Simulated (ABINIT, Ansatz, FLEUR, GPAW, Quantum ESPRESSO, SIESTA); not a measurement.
**One structure in several programs: SnF3 (Fm-3m, 8 atoms in the cell)**

Self-consistent single point.

```
CELL_PARAMETERS angstrom
      0.00000     4.31244     4.31244
      4.31244     0.00000     4.31244
      4.31244     4.31244     0.00000
ATOMIC_POSITIONS crystal
  Sn 0.50000 0.50000 0.50000
  Sn 0.00000 0.00000 0.00000
  F  0.72819 0.27181 0.72819
  F  0.27181 0.72819 0.27181
  F  0.72819 0.27181 0.27181
  F  0.27181 0.72819 0.72819
  F  0.72819 0.72819 0.27181
  F  0.27181 0.27181 0.72819
```

Shared settings, as Ansatz (an electronic-structure program) writes them: kpoints.mp_grid.grid = 3 3 3; scf.occupations.method = fermi_dirac; scf.occupations.width = 0.0037 Ry. Potentials and cutoffs stand in the table.

```csv
code,model,pressure (GPa),largest force (eV/Å),gap on the mesh (eV),cutoff
Ansatz,"PBEsol, PAW files made with PBE",1.72,0.311,3.418,default
ABINIT,"PBEsol, norm-conserving pseudopotentials (PseudoDojo nc-sr-04 PBEsol standard)",2.00,0.328,3.426,84 Ry
FLEUR,"PBEsol, all-electron FLAPW (FLEUR), scalar-relativistic valence",–,–,3.450,Kmax 4.7 1/bohr
SIESTA,"GGA PBEsol, numerical atomic orbitals DZP, PseudoDojo PBEsol standard norm-conserving potentials (rewritten from UPF to PSML)",2.27,0.671,3.406,grid 400 Ry
Quantum ESPRESSO,"PBEsol, GBRV 1.5 ultrasoft (PBESOL) pseudopotentials",1.81,0.370,3.385,40 Ry
GPAW,"PBEsol, GPAW PAW datasets PBEsol (made by gpaw-setup)",–,0.258,3.401,950 eV
```

A dash marks a value that a program does not give, or that is left out as unsure.

Gaps are read on the mesh. Another mesh or the band path gives a smaller gap, so these values are not converged in the mesh.

The spread over the programs that give each value: pressure within 0.55 GPa; largest force within 0.413 eV/Å; gap on the mesh within 0.065 eV.

SIESTA uses small atom-centred bases, whose incompleteness enters pressures, forces and empty levels differently from a plane-wave cutoff. FLEUR treats all electrons, but the usual bases taken here (sphere radii, linearisation, local orbitals, empty states) were not tested for convergence, so the values are no reference for the others. Ansatz's pressure is given at a fixed set of plane waves, as the other plane-wave codes print theirs; with its correction for the finite basis it is 2.00 GPa (the shift of 0.28 GPa shows how far the cutoff is from converged). The pressure of GPAW is left out: its cutoff lies under the one at which its stress was checked. In the force vectors, SIESTA (by 0.351) lies more than 0.08 eV/Å from the median of the plane-wave programs.

On the base mesh (6 6 6) the same programs gave: Ansatz pressure 1.73 GPa, gap on the mesh 2.838 eV; Quantum ESPRESSO pressure 1.81 GPa, gap on the mesh 2.803 eV; ABINIT pressure 2.00 GPa, gap on the mesh 2.851 eV; GPAW gap on the mesh 2.821 eV; FLEUR gap on the mesh 2.873 eV; SIESTA pressure 2.27 GPa, gap on the mesh 2.805 eV.

The values differ from the base mesh's, so the mesh still matters here: the table compares the programs at equal settings.

The starting cell comes from a database of computed structures (which also holds hypothetical and non-ambient phases and stackings), without a prior relaxation at this level. Its lattice was rescaled by a random factor within 2.5 % of one.

Left out of this page: CP2K (on another mesh).

Keys are those of Ansatz 0.2.
